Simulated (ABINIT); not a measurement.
Worked example: self-consistent single point of LuB2Ru3 (P6/mmm, 6 atoms in the cell) in ABINIT

Method: LDA (PW92), PAW (JTH v2.0 LDA PAW) (plane waves; ABINIT).

Input as run:

```
# LuB2Ru3, JTH v2.0 LDA PAW
pp_dirpath "./"
pseudos "Lu.LDA_PW-JTH.xml, B.LDA_PW-JTH.xml, Ru.LDA_PW-JTH.xml"
acell 5.4387898234 5.4387898234 3.0105900000 Angstrom
rprim
         1.0000000000    0.0000000075    0.0000000000
        -0.5000000065    0.8660254000    0.0000000000
         0.0000000000    0.0000000000    1.0000000000
natom 6
ntypat 3
znucl 71 5 44
typat 1 2 2 3 3 3
xred
         0.0000000000    0.0000000000    0.0000000000
         0.6666666667    0.3333333333    0.0000000000
         0.3333333333    0.6666666667    0.0000000000
         0.5000000000    0.0000000000    0.5000000000
         0.5000000000    0.5000000000    0.5000000000
         0.0000000000    0.5000000000    0.5000000000
ecut 653 eV
pawecutdg 1306 eV
pawxcdev 0
ixc 7
occopt 7
tsmear 0.00999582
nband 51
kptopt 1
ngkpt 6 6 9
nshiftk 1
shiftk 0 0 0
nstep 50
toldfe 1.0e-09
prtwf 0
prtden 0
enunit 2
```

The program printed (abridged):

```
 Symmetries : space group P6/m m m (#191); Bravais hP (primitive hexag.)

 -outvars: echo values of preprocessed input variables --------
            acell      1.0277823261E+01  1.0277823261E+01  5.6891905984E+00 Bohr
             ecut      2.39973095E+01 Hartree
           enunit           2
              ixc           7
         kptrlatt        6    0    0      0    6    0      0    0    9
          kptrlen      5.12027154E+01
            natom           6
            nband          51
            ngfft          48      48      27
          ngfftdg          72      72      36
             nkpt          35
            nstep          50
             nsym          24
           ntypat           3
           occopt           7
        pawecutdg      4.79946190E+01 Hartree
         pawxcdev           0
            rprim      1.0000000000E+00  7.5000000000E-09  0.0000000000E+00
                      -5.0000000650E-01  8.6602540000E-01  0.0000000000E+00
                       0.0000000000E+00  0.0000000000E+00  1.0000000000E+00
          spgroup         191
           toldfe      1.00000000E-09 Hartree
           tsmear      9.99582000E-03 Hartree
            typat      1  2  2  3  3  3
           useylm           1
             xred      0.0000000000E+00  0.0000000000E+00  0.0000000000E+00
                       6.6666666667E-01  3.3333333333E-01  0.0000000000E+00
                       3.3333333333E-01  6.6666666667E-01  0.0000000000E+00
                       5.0000000000E-01  0.0000000000E+00  5.0000000000E-01
                       5.0000000000E-01  5.0000000000E-01  5.0000000000E-01
                       0.0000000000E+00  5.0000000000E-01  5.0000000000E-01
            znucl       71.00000    5.00000   44.00000

== DATASET  1 ==================================================================

 Exchange-correlation functional for the present dataset will be:
  LDA: Perdew-Wang 92 LSD fit to Ceperley-Alder data - ixc=7
 Citation for XC functional:
  J.P.Perdew and Y.Wang, PRB 45, 13244 (1992)

 Real(R)+Recip(G) space primitive vectors, cartesian coordinates (Bohr,Bohr^-1):
 R(1)= 10.2778233  0.0000001  0.0000000  G(1)=  0.0972969  0.0561744  0.0000000
 R(2)= -5.1389117  8.9008560  0.0000000  G(2)= -0.0000000  0.1123487  0.0000000
 R(3)=  0.0000000  0.0000000  5.6891906  G(3)=  0.0000000  0.0000000  0.1757719
 Unit cell volume ucvol=  5.2045526E+02 bohr^3
 Angles (23,13,12)=  9.00000000E+01  9.00000000E+01  1.20000000E+02 degrees

 Coarse grid specifications (used for wave-functions):

 getcut: wavevector=  0.0000  0.0000  0.0000  ngfft=  48  48  27
         ecut(hartree)=     23.997   => boxcut(ratio)=   2.07241

 Fine grid specifications (used for densities):

 getcut: wavevector=  0.0000  0.0000  0.0000  ngfft=  72  72  36
         ecut(hartree)=     47.995   => boxcut(ratio)=   2.02904

   1.39391082E+04                                ecore*ucvol(ha*bohr**3)

_setup2: Arith. and geom. avg. npw (full set) are    2922.590    2922.580

--- !BeginCycle
solver: {iscf: 17, nstep: 50, nline: 4, wfoptalg: 10, }
tolerances: {toldfe: 1.00E-09, }
...

     iter   Etot(hartree)      deltaE(h)  residm     nres2
 ETOT  1  -560.64818779808    -5.606E+02 1.615E+01 7.834E+01
 ETOT  2  -572.35259870326    -1.170E+01 5.699E+00 1.611E+03
 ETOT  3  -571.62024038277     7.324E-01 4.361E+00 2.516E+01
 ETOT  4  -571.78958883425    -1.693E-01 5.749E-01 5.692E+00
 ETOT  5  -571.79892549606    -9.337E-03 1.207E-01 4.787E+00
 ETOT  6  -571.83456199936    -3.564E-02 5.523E-01 7.418E+00
   [... 23 lines left out ...]
 ETOT 30  -571.79497128849    -9.931E-10 3.133E-04 8.130E-07
 ETOT 31  -571.79497128340     5.095E-09 2.104E-04 3.308E-07
 ETOT 32  -571.79497128006     3.331E-09 2.459E-04 4.632E-08
 ETOT 33  -571.79497128045    -3.855E-10 1.614E-04 4.395E-08
 ETOT 34  -571.79497128045    -1.364E-12 1.898E-04 5.351E-08

 At SCF step   34, etot is converged :
  for the second time, diff in etot=  1.364E-12 < toldfe=  1.000E-09

 Cartesian components of stress tensor (hartree/bohr^3)
  sigma(1 1)=  2.56194369E-04  sigma(3 2)=  0.00000000E+00
  sigma(2 2)=  2.56194374E-04  sigma(3 1)=  0.00000000E+00
  sigma(3 3)=  3.31724225E-04  sigma(2 1)=  2.87207918E-13

 ----iterations are completed or convergence reached----

 reduced coordinates (array xred) for    6 atoms
       0.000000000000      0.000000000000      0.000000000000
       0.666666666667      0.333333333333      0.000000000000
       0.333333333333      0.666666666667      0.000000000000
       0.500000000000      0.000000000000      0.500000000000
       0.500000000000      0.500000000000      0.500000000000
       0.000000000000      0.500000000000      0.500000000000
 cartesian forces (eV/Angstrom) at end:
    1     -0.00000000000000    -0.00000000000000    -0.00000000000000
    2     -0.00000000000000     0.00000000000000    -0.00000000000000
    3      0.00000000000000    -0.00000000000000    -0.00000000000000
    4     -0.00000000000000    -0.00000000000000    -0.00000000000000
    5     -0.00000000000000    -0.00000000000000    -0.00000000000000
    6     -0.00000000000000    -0.00000000000000    -0.00000000000000
 frms,max,avg= 3.9716531E-27 1.1407705E-26   0.000E+00  0.000E+00  0.000E+00 e/A
 length scales= 10.277823260551 10.277823260551  5.689190598404 bohr
              =  5.438789823400  5.438789823400  3.010590000000 angstroms
 Fermi (or HOMO) energy (hartree) =   0.40165   Average Vxc (hartree)=  -0.46062
 Eigenvalues (hartree) for nkpt=  35  k points:
 kpt#   1, nband= 51, wtk=  0.00309, kpt=  0.0000  0.0000  0.0000 (reduced coord)
  -2.25431   -2.25137   -2.25137   -1.64048   -1.17706   -1.15819   -1.15819   -1.15376
  -1.15055   -1.15055   -1.14400   -1.14400   -1.13871   -0.56196   -0.56196   -0.55138
   0.02123    0.18239    0.18239    0.19971    0.20173    0.21281    0.23452    0.24082
   0.24082    0.24435    0.24525    0.24525    0.24595    0.24820    0.27189    0.27189
   0.34155    0.34155    0.37325    0.37325    0.37402    0.37402    0.40605    0.40605
   0.41803    0.44663    0.47426    0.47718    0.52987    0.52987    0.61934    0.61934
   0.65097    0.65102    0.66656
      occupation numbers for kpt#   1
   2.00000    2.00000    2.00000    2.00000    2.00000    2.00000    2.00000    2.00000
   2.00000    2.00000    2.00000    2.00000    2.00000    2.00000    2.00000    2.00000
   2.00000    2.00000    2.00000    2.00000    2.00000    2.00000    2.00000    2.00000
   2.00000    2.00000    2.00000    2.00000    2.00000    2.00000    2.00000    2.00000
   2.00000    2.00000    1.99994    1.99994    1.99991    1.99991    0.53409    0.53409
   0.02050    0.00000    0.00000    0.00000    0.00000    0.00000    0.00000    0.00000
   0.00000    0.00000    0.00000
 prteigrs : prtvol=0 or 1, do not print more k-points.

 Fermi (or HOMO) energy (eV) =  10.92949   Average Vxc (eV)= -12.53407
 Eigenvalues (   eV  ) for nkpt=  35  k points:
 kpt#   1, nband= 51, wtk=  0.00309, kpt=  0.0000  0.0000  0.0000 (reduced coord)
 -61.34282  -61.26299  -61.26299  -44.63965  -32.02947  -31.51592  -31.51592  -31.39547
 -31.30814  -31.30814  -31.12992  -31.12992  -30.98597  -15.29163  -15.29163  -15.00380
   0.57779    4.96295    4.96295    5.43433    5.48937    5.79078    6.38166    6.55303
   6.55303    6.64921    6.67357    6.67357    6.69263    6.75374    7.39837    7.39837
   9.29416    9.29416   10.15666   10.15666   10.17769   10.17769   11.04908   11.04908
  11.37514   12.15345   12.90540   12.98462   14.41841   14.41841   16.85315   16.85315
  17.71381   17.71522   18.13806
 prteigrs : prtvol=0 or 1, do not print more k-points.

--- !EnergyTerms
comment             : Components of total free energy in Hartree
kinetic             :  5.24315224912559E+01
hartree             :  1.09487697780140E+02
xc                  : -1.95602536963403E+01
Ewald energy        : -4.08610721615560E+02
psp_core            :  2.67825290583809E+01
local_psp           : -3.07529833956586E+02
spherical_terms     : -2.47909324373629E+01
internal            : -5.71789992376073E+02
'-kT*entropy'       : -5.14851729703418E-03
total_energy        : -5.71795140893370E+02
total_energy_eV     : -1.55593370681323E+04
...

-Cartesian components of stress tensor (GPa)         [Pressure= -8.2782E+00 GPa]
- sigma(1 1)=  7.53749731E+00  sigma(3 2)=  0.00000000E+00
- sigma(2 2)=  7.53749743E+00  sigma(3 1)=  0.00000000E+00
- sigma(3 3)=  9.75966201E+00  sigma(2 1)=  8.44994727E-09

 Calculation completed.
```

The run converged in 34 iterations.

The starting cell comes from a database of computed structures (which also holds hypothetical and non-ambient phases and stackings), without a prior relaxation at this level. Spin polarisation is off. With a pressure of about -8 GPa the cell is away from its equilibrium volume at this level.

Cost on one core of a shared machine: roughly 7 min.
